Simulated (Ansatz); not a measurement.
## Point defects in MnSi

Start from an 8-atom supercell of MnSi (space group P2_13, No. 198; ferromagnetic) at its relaxed geometry.

```xyz
8
Lattice="4.4704 0.0000 0.0000 0.0000 4.4704 0.0000 0.0000 0.0000 4.4704" Properties=species:S:1:pos:R:3 pbc="T T T"
Mn     0.6128     0.6128     0.6128
Mn     2.8480     1.6224     3.8576
Mn     3.8576     2.8480     1.6224
Mn     1.6224     3.8576     2.8480
Si     3.7791     3.7791     3.7791
Si     1.5439     2.9265     0.6913
Si     0.6913     1.5439     2.9265
Si     2.9265     0.6913     1.5439
```

One neutral defect a cell, atoms relaxed at fixed cell.

Calculations: Ansatz (a first-principles code) PBEsol, no spin-orbit coupling.

| case | largest displacement of a host atom from its site in the perfect cell | pressure |
|---|---|---|
| perfect supercell | – | 0.0 GPa |
| Hg on a Mn site | 0.22 Å | 29.5 GPa |
| Si vacancy | [?] | -5.2 GPa |
| Mg on a Si site | 0.16 Å | [?] |
| Mn vacancy, symmetric start | 0.21 Å | -9.2 GPa |

**Question.** Complete the table.

**Answer.** 
- Si vacancy, largest displacement of a host atom from its site in the perfect cell: 0.12 Å
- Mg on a Si site, pressure: 13.3 GPa

Other magnetic orders, which the real material may have, were not ruled out. The cell is small, so the values are those of an ordered compound at a high defect concentration; dilute-limit values will differ. Defects with a symmetric start kept the site's symmetry and may sit on a saddle; the others started slightly shaken.
